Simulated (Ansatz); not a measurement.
Free (111) slabs of germanium with H on every dangling bond of both faces, in Ansatz (plane waves, PAW), at the bulk's in-plane lattice; atoms relaxed with PBE, other levels single points on them (HSE06 on coarser meshes). Band gaps and levels are read on the runs' k-meshes; no spin-orbit coupling. A dash marks a level that was not run or shows no clear gap.

| atomic planes | thickness (Å) | PBE gap (eV) | valence edge under vacuum (eV) | conduction edge under vacuum (eV) | r2SCAN gap (eV) | HSE06 gap (eV) |
|---|---|---|---|---|---|---|
| 2 | 0.7 | 1.00 | 4.95 | 3.95 | 1.30 | 1.78 |
| 4 | 4.0 | 0.57 | 4.65 | 4.08 | 0.83 | 1.25 |
| 6 | 7.4 | 0.34 | 4.51 | 4.18 | 0.61 | 1.01 |
| 8 | 10.7 | 0.25 | 4.44 | 4.19 | 0.51 | – |
| 10 | 14.0 | – | – | – | 0.44 | – |
| 12 | 17.3 | – | – | – | 0.41 | – |
| 16 | 24.0 | – | – | – | 0.36 | – |
| 20 | 30.6 | – | – | – | … | – |
| 24 | 37.3 | – | – | – | 0.24 | – |
| 32 | 50.6 | – | – | – | – | – |

Problem. Some entries are withheld; supply them.

Solution. 
- 20, r2SCAN gap (eV): 0.29

Ansatz is an electronic-structure program.
